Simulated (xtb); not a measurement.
xtb 6.7.1, GFN2-xTB: Ti(Br)(OH)3 ([OH][Ti]([OH])([OH])[Br]), 8 atoms. The geometry is a generated start, not checked to be a minimum at this level.

```yaml
run_flags: --grad
method: GFN2-xTB
"--acc": 1 (default)
"--etemp (K)": 300 (default)
basis_functions: 35
valence_electrons: 32
```

```xyz
8

Ti     0.1033     0.1874    -0.1026
Br     1.1813     1.8367    -1.3719
O      1.3481    -0.5632     0.7735
H      1.8454    -1.2116     1.2737
O     -0.6090    -0.8628    -1.2416
H     -1.0465    -1.6601    -1.5412
O     -1.0317     1.0408     0.8297
H     -1.7909     1.2328     1.3803
```

Charge 0 and multiplicity 1 are set for this test and not shown to be the ground state.

One run each on 1 thread. Values of broydamp tried: 0.02, 0.05, 0.1, 0.2, 0.4 (default), 0.6, 0.8, 1.

Q: Which value of broydamp needs the fewest SCC iterations, and what happens away from it?

A: Fewest SCC iterations, within one of each other: 0.4 (default) with 13, 0.6 with 12, 0.8 with 12, 1 with 13. The count rises to 22 at 0.02. All converge to one solution.

| broydamp | SCC iterations | end |
|---|---|---|
| 0.02 | 22 | same solution |
| 0.05 | 21 | same solution |
| 0.1 | 17 | same solution |
| 0.2 | 15 | same solution |
| 0.4 (default) | 13 | same solution |
| 0.6 | 12 | same solution |
| 0.8 | 12 | same solution |
| 1 | 13 | same solution |
